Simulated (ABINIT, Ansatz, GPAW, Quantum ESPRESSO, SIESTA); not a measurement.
**Code comparison for NaPt₂ (Fd-3m, 6 atoms in the cell)**

Self-consistent single point.

```xyz
6
Lattice="0.0000 3.7523 3.7523 3.7523 0.0000 3.7523 3.7523 3.7523 0.0000" Properties=species:S:1:pos:R:3 pbc="T T T"
Na     3.7523     3.7523     3.7523
Na     5.6285     5.6285     5.6285
Pt     0.9381     0.9381     0.9381
Pt     0.9381     2.8143     2.8143
Pt     2.8143     2.8143     0.9381
Pt     2.8143     0.9381     2.8143
```

All programs got the same cell, k-point mesh and kind of occupations (in Ansatz's words: kpoints.mp_grid.grid = 8 8 8; scf.occupations.method = fermi_dirac; scf.occupations.width = 0.1 eV); potentials, basis and cutoffs are each program's usual ones.

```
code                                                                                                                                 model  pressure (GPa)  k-points       cutoff
----------------  ------------------------------------------------------------------------------------------------------------------------  --------------  --------  -----------
GPAW                                                                         LDA (Perdew-Wang 92), GPAW PAW datasets LDA (gpaw-data 1.0.1)           -5.57        29       850 eV
SIESTA            LDA PW92, numerical atomic orbitals DZP, PseudoDojo LDA standard norm-conserving potentials (rewritten from UPF to PSML)           -5.00       296  grid 300 Ry
ABINIT                                                                                                  LDA (PW92), PAW (JTH v2.0 LDA PAW)           -4.94        29        60 Ry
Ansatz                                                                                                 LDA (PW92), PAW files made with PBE           -5.28        29       420 eV
Quantum ESPRESSO                                                                       LDA (PZ), GBRV 1.5 ultrasoft (LDA) pseudopotentials           -5.83        29        40 Ry
```

The spread over the programs that give each value: pressure within 0.89 GPa.

The starting cell comes from a database of computed structures (which also holds hypothetical and non-ambient phases and stackings), without a prior relaxation at this level. On Ansatz's run: Spin-orbit coupling is off. Spin polarisation is off. In the base run, with a pressure of about -5 GPa the cell is away from its equilibrium volume at this level.

### Question
Why do the programs differ, and what cannot be compared?

### Answer
Differences of this kind can come from the potentials, where these differ, and from what each basis and cutoff leave unconverged. The valence holds different numbers of electrons (GPAW 78, SIESTA 90, ABINIT 58, Ansatz (a quantum-chemistry and plane-wave program) 90, Quantum ESPRESSO 82). The zero of total energies and Fermi levels follows the potentials and each program's conventions, so they are not compared here. SIESTA uses small atom-centred bases, whose incompleteness enters pressures, forces and empty levels differently from a plane-wave cutoff. Ansatz's pressure is given at a fixed set of plane waves, as the other plane-wave codes print theirs; with its correction for the finite basis it is -5.25 GPa. The same LDA comes in different parametrisations, which differ slightly. The programs reduce the same mesh by symmetry to different extents, which changes the work and not the result.

Left out of this page: FLEUR (not drawn, or without a comparable value).

Keys are those of Ansatz 0.2.
